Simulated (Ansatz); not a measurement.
Base system: HfC in the rock salt structure (space group Fm-3m, No. 225; a = 4.607 Å; relaxed with 0.1 eV smearing). Axes: x, y, z lie along the cube axes.

Method: Ansatz (a program for electronic structure), PBEsol, PAW, cutoff 420 eV, no spin-orbit coupling.

Now apply this change: a pure shear with ε_xy = ε_yx = 0.0171; the atoms relax in the strained cell.

Task: Predict the stress tensor and what it implies for the stiffness.

Result: Stress of the strained cell less that of the base (GPa, compression positive):
```
    0.1    -6.0     0.0
   -6.0     0.1     0.0
    0.0     0.0     0.0
```

Then −Δσ/γ with γ = 2ε = 0.0342 gives secant stiffness values (nonlinear terms included at this strain): C66 ≈ 174 GPa.

As a check, the harmonic strain energy −½ V₀ Δσ:ε is 7.8 meV/atom; the computed energy rise is 7.8 meV/atom.

Whether these cells are dynamically stable was not tested. All final runs are without spin polarisation.
